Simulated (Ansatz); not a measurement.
SmNi (Cmcm, No. 63; cell taken from a computed entry) was calculated with r²SCAN (PAW; Ansatz, a first-principles code).

Settings: plane-wave cutoff 500 eV, 16×16×14 k mesh (along the axes of the cell as run), Fermi–Dirac smearing 0.1 eV, spin-polarised start, scalar-relativistic PAW data made under PBE.

Computed at the level's own relaxed cell.

Task: Predict the equilibrium volume per atom.

Result: 
equilibrium volume per atom: 22.00 Å³/atom

Note: the magnetic order was assumed, not searched for or taken from measurement; the relaxation could not lower the start's symmetry, so the cell can be a saddle point above a distorted one; the 4f shell is treated without U or exact exchange, so its levels and filling can be wrong.

Spin–orbit coupling is not included.

Computed values are for the static lattice.

Cost on a shared machine: about 2.5 core-hours (a rough figure).
